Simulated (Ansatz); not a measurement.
# Effect of pressure 3 GPa on SrO

Consider SrO in the rock salt structure (space group Fm-3m, No. 225; a = 5.195 Å).

The change: a hydrostatic pressure of 3 GPa.

Computed with Ansatz (a program for electronic structure), PBE, PAW, cutoff 420 eV, no SOC. Γ-centred 11×11×11 mesh, Fermi–Dirac width 0.05 eV.

The density grows by 0.16 g/cm³, from 4.91 g/cm³ to 5.07 g/cm³ and the lattice parameter a decreases by 0.057 Å to 5.138 Å. The shortest interatomic distance decreases by 0.0284 Å, from 2.598 Å to 2.569 Å and the enthalpy H = E + PV relative to the base's energy is +0.32 eV/atom. The band gap decreases by 0.014 eV (3.33 eV → 3.31 eV) and the gap character is still indirect, Γ → X. The smallest direct gap drops by 0.036 eV to 3.39 eV and the mean gap deformation potential ΔEg/Δln V amounts to +0.4 eV. The width of the top valence band increases by 0.06 eV to 1.11 eV and the electron mass changes from 1.2 mₑ along k, 0.41 mₑ across (at X) to 1.2 mₑ along k, 0.40 mₑ across (at X). The valley order (the lowest conduction-band minima on the path, energy above the VBM, named in the base's zone) changes from X along ⟨100⟩ 3.33 eV; Γ 3.79 eV to X along ⟨100⟩ 3.31 eV; Γ 4.02 eV.

Load acts through the strain it causes; cell and atoms are relaxed under it. Masses are band curvatures over ±0.01 Å⁻¹ around the edge. Along k means along the line from Γ to the band edge. Whether these cells are dynamically stable was not tested.
